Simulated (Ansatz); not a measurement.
The starting structures come from a database of crystals and need not be the phases stable at ambient conditions.

 Where the default PAW files enter, the runs use the earlier of Ansatz's two default sets.

By PBEsol, the system below comes out a metal.

Here is the system:

```
PdGe
1.0
    3.47827     0.00000     0.00000
    0.00000     6.17023     0.00000
    0.00000     0.00000     5.78357
Ge Pd
4 4
Direct
  0.25000   0.42219   0.81460
  0.75000   0.57781   0.18540
  0.75000   0.92219   0.68540
  0.25000   0.07781   0.31460
  0.25000   0.80901   0.99622
  0.75000   0.19099   0.00378
  0.75000   0.30901   0.50378
  0.25000   0.69099   0.49622
```

Space group of this cell: Pnma. The cell is strained (lengths across the current scaled by 0.98, ions clamped); by PBEsol its mean pressure is 3.3 GPa.

The current flows along the normal of the first two printed cell vectors. No spin-orbit coupling; the value is a mean over 0.1 eV about the Fermi level.

Task: State the ballistic conductance per area according to Ansatz (a quantum-chemistry and plane-wave program) with PBEsol.

Result: 0.55 × 10¹⁵ S/m² for both spins.
